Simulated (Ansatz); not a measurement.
The structure below was relaxed with Ansatz (an electronic-structure program) PBE, no spin-orbit coupling, at pressure 30 GPa.

Space group Fm-3m (No. 225); a = 5.778 Å, b = 5.778 Å, c = 5.778 Å, α = 90.00°, β = 90.00°, γ = 90.00°

| atom | site | symmetry | x | y | z |
|---|---|---|---|---|---|
| Mg | 8c | -43m | 0.2500 | 0.2500 | 0.2500 |
| Ge | 4a | m-3m | 0.0000 | 0.0000 | 0.0000 |

### Question
Write out a cell with all atoms.

### Answer
```
Mg2Ge
1.0
    5.77788     0.00000     0.00000
    0.00000     5.77788     0.00000
    0.00000     0.00000     5.77788
Mg Ge
8 4
Direct
  0.25000   0.75000   0.75000
  0.25000   0.25000   0.75000
  0.25000   0.25000   0.25000
  0.25000   0.75000   0.25000
  0.75000   0.75000   0.25000
  0.75000   0.25000   0.25000
  0.75000   0.25000   0.75000
  0.75000   0.75000   0.75000
  0.00000   0.00000   0.00000
  0.00000   0.50000   0.50000
  0.50000   0.00000   0.50000
  0.50000   0.50000   0.00000
```
This is the conventional cell.

A case with no gap was solved on a k-mesh chosen for an insulator, which is coarse for it. Load acts through the strain it causes; cell and atoms are relaxed under it. Stability against distortions was not tested. Competing high-pressure phases were not computed. The final runs are not spin-polarised. The cell was made from Mg₂Ge in the anti-fluorite structure (space group Fm-3m, No. 225) by this change: pressure 30 GPa.
